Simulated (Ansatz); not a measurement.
Consider Pd in the fcc (Cu type) structure (space group Fm-3m, No. 225; a = 3.945 Å; relaxed with 0.1 eV smearing). Axes: x, y, z lie along the cube axes.

Level of theory: PBE (Ansatz, a program for electronic structure), scalar-relativistic without spin-orbit coupling.

The change: the cell is scaled by 0.9850 in all directions, atoms relaxed at fixed cell.

Problem. Predict the stress tensor and what it implies for the stiffness.

Solution. Stress of the strained cell less that of the base (GPa, compression positive):
```
    8.5     0.0     0.0
    0.0     8.5     0.0
    0.0     0.0     8.5
```

Then B = −ΔP/(ΔV/V₀) with ΔV/V₀ = -0.0443 gives secant stiffness values (nonlinear terms included at this strain): B ≈ 193 GPa.

As a check, the harmonic strain energy −½ V₀ Δσ:ε is 18 meV/atom; the computed energy rise is 17 meV/atom.

Stability against distortions was not tested. All final runs are without spin polarisation.
